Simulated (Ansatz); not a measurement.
Functionals compared on the (310) surface of fcc Au in its 1x1 cell, outermost plane spacing 0.66 Å in the ideal cut, in Ansatz (plane waves, PAW). The structure was relaxed with PBE; the other rows are single points on it, each with its references at the same level. Cutoff 420 eV (500 eV for r2SCAN).

Model: 16-atom slab, 9.9 Å thick at the start (thin: gaps and levels are the slab's own), 9x6x1 mesh, Fermi-Dirac 0.1 eV, dipole correction, all atoms relaxed; start symmetry kept, larger cells not searched; no spin, no spin-orbit, no U. These notes are the PBE run's.

```tsv
functional	surface energy (J/m²)	work function of the top face (eV)	rough cost of the single point
PBE	0.92	5.00	–
LDA	…	…	roughly 4 core-minutes
PBEsol	1.27	5.12	roughly 4 core-minutes
RPBE	0.69	4.82	roughly 4 core-minutes
r2SCAN	1.11	5.00	about 6 core-minutes (a rough figure)
```

Task: Fill in the missing entries.

Result: 
- LDA, surface energy (J/m²): 1.43
- LDA, work function of the top face (eV): 5.41

Ansatz is a first-principles code.
